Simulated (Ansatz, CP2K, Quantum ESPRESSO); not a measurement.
Code comparison for LaAg2 (C2/m, 6 atoms in the cell)

Self-consistent single point, at a second geometry (lattice scaled by 0.98). First geometry:

```xyz
6
Lattice="4.6984 -3.6605 0.0000 4.6984 3.6605 0.0000 -2.4318 0.0000 4.1253" Properties=species:S:1:pos:R:3 pbc="T T T"
La     2.5956     0.0000     0.1433
La     4.3695     0.0000     3.9820
Ag     2.2878     2.1507     2.7470
Ag     4.6773    -2.1507     1.3783
Ag     4.6773     2.1507     1.3783
Ag     2.2878    -2.1507     2.7470
```

Shared settings, as Ansatz (a quantum-chemistry and plane-wave program) writes them: kpoints.mp_grid.grid = 3 3 4; scf.occupations.method = gaussian; scf.occupations.width = 0.1 eV. Potentials and cutoffs stand in the table.

```tsv
code	model	ΔF from the first geometry (meV/atom)	pressure (GPa)	largest force (eV/Å)	cutoff
Quantum ESPRESSO	PBEsol, GBRV 1.5 ultrasoft (PBESOL) pseudopotentials	13.3	3.21	0.132	40 Ry
Ansatz	PBEsol, PAW files made with PBE	12.2	3.98	0.126	default
CP2K	PBEsol, GPW, DZVP-MOLOPT-SR-GTH basis, GTH-PBE potentials (GTH_POTENTIALS)	24.8	5.66	0.164	grid 500 Ry
```

For Quantum ESPRESSO (by 0.9 GPa) the energy change implies a higher mean pressure, against the two pressures, than for the other programs: a sign of finite-basis (Pulay) stress.

Size of the force on each atom (eV/Å): Sizes of forces hide their directions.

```json
[
 {"code": "Quantum ESPRESSO", "La1": "0.132", "La2": "0.132", "Ag3": "0.028", "Ag4": "0.028", "Ag5": "0.028", "Ag6": "0.028"},
 {"code": "Ansatz", "La1": "0.126", "La2": "0.126", "Ag3": "0.030", "Ag4": "0.030", "Ag5": "0.030", "Ag6": "0.030"},
 {"code": "CP2K", "La1": "0.164", "La2": "0.164", "Ag3": "0.040", "Ag4": "0.040", "Ag5": "0.040", "Ag6": "0.040"}
]
```

The spread over the programs that give each value: ΔF from the first geometry within 12.6 meV/atom; pressure within 2.45 GPa; largest force within 0.038 eV/Å.

CP2K uses small atom-centred bases, whose incompleteness enters pressures, forces and empty levels differently from a plane-wave cutoff. Ansatz's pressure is given at a fixed set of plane waves, as the other plane-wave codes print theirs; with its correction for the finite basis it is 4.03 GPa. In the pressure, CP2K (by 2.06) lies more than 1 GPa from the median of the plane-wave programs.

The shared mesh is coarse (it stands for a supercell whose shortest vector is 18 Å), so the values are not converged in it.

The starting cell comes from a database of computed structures (which also holds hypothetical and non-ambient phases and stackings), without a prior relaxation at this level. Its lattice was rescaled by a random factor within 2.5 % of one. For this run, on top of that: lattice scaled by 0.98.

Left out of this page: Elk (not drawn, or without a comparable value); FLEUR (with a known weakness of the program).

Keys are those of Ansatz 0.2.
